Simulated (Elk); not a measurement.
Band structure of InSb (Cmc2_1, 4 atoms in the cell).

```xyz
4
Lattice="2.3125 -4.0026 0.0000 2.3125 4.0026 0.0000 0.0000 0.0000 7.6163" Properties=species:S:1:pos:R:3 pbc="T T T"
In     2.3125     1.3458     3.7179
In     2.3125    -1.3458     7.5260
Sb     2.3125     1.3249     6.5641
Sb     2.3125    -1.3249     2.7560
```

Method: Elk 10.2.4 with PBEsol, all-electron FP-LAPW, Elk's shipped species files, default APW+lo basis.

Settings: xctype = 22; stype = 0; swidth = 0.00734986 Ha; ngridk = 6 6 3; rmtscf = 0.97; maxscl = 100.

The starting cell comes from a database of computed structures (which also holds hypothetical and non-ambient phases and stackings), without a prior relaxation at this level. Spin-orbit coupling is off. Values depend on the basis (sphere radii, cutoffs, local orbitals), which need not be converged. The run gives no clean gap (levels at the Fermi energy touch, overlap or are partly filled at this smearing), which alone does not show that the compound is a metal.

Levels in eV from the Fermi level, bands 31 to 38:
| point | 31 | 32 | 33 | 34 | 35 | 36 | 37 | 38 |
|---|---|---|---|---|---|---|---|---|
| Γ | -1.06 | -0.52 | -0.15 | -0.03 | -0.01 | 0.17 | 2.71 | 2.73 |
| X | -3.54 | -2.45 | -2.45 | -2.24 | 1.98 | 3.37 | 3.40 | 4.71 |
| S | -3.28 | -2.23 | -1.92 | -1.04 | 1.04 | 1.49 | 3.13 | 3.68 |
| R | -1.85 | -1.85 | -1.73 | -1.73 | 0.86 | 0.86 | 2.39 | 2.39 |
| A | -3.01 | -3.01 | -1.48 | -1.48 | 1.43 | 1.43 | 3.88 | 3.88 |
| Z | -0.62 | -0.62 | -0.61 | -0.61 | 0.72 | 0.72 | 3.41 | 3.41 |
| Y | -3.28 | -2.23 | -1.92 | -1.05 | 1.03 | 1.49 | 3.18 | 3.68 |
| X1 | -3.54 | -2.45 | -2.45 | -2.24 | 1.98 | 3.37 | 3.40 | 4.71 |
| A1 | -3.01 | -3.01 | -1.48 | -1.48 | 1.43 | 1.43 | 3.88 | 3.88 |
| T | -1.84 | -1.84 | -1.73 | -1.73 | 0.84 | 0.84 | 2.39 | 2.39 |

No band crosses the Fermi level by more than 0.03 eV along this path.
